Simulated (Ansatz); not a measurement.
Base system: Ta in the bcc (W type) structure (space group Im-3m, No. 229; a = 3.305 Å). Axes: x, y, z lie along the cube axes.

The values are results of r2SCAN in Ansatz (plane waves to 500 eV, PAW, no spin-orbit coupling), earlier PAW set, not measurements.

Base values:

The shortest interatomic distance is 2.862 Å and the band gap is zero.

The change: a free-standing slab of 6 layers (6 atoms, 1 a layer) is cut normal to [110], with 15 Å of vacuum and the in-plane cell held at bulk.

Task: Predict the new excess energy per area of both faces.

Result: The excess energy per area of both faces (slab less bulk energy over the cell's area: twice a surface energy) comes out as 5.1 J/m² (uncertain by up to 0.1 J/m²).

Task: Estimate the effect on the change of the spacing d12 from its bulk value of 2.337 Å.

Result: The change of the spacing d12 from its bulk value of 2.337 Å amounts to -4.5 %.

Task: Estimate the effect on the shortest interatomic distance.

Result: The shortest interatomic distance decreases by 0.085 Å, from 2.862 Å to 2.777 Å.

Task: What does the calculation give for the band gap after the change?

Result: The band gap remains zero.

Slab and bulk use different k-meshes, which limits the precision of the excess energy. Stability against distortions was not tested. All final runs are without spin polarisation.

Ansatz is a first-principles code.
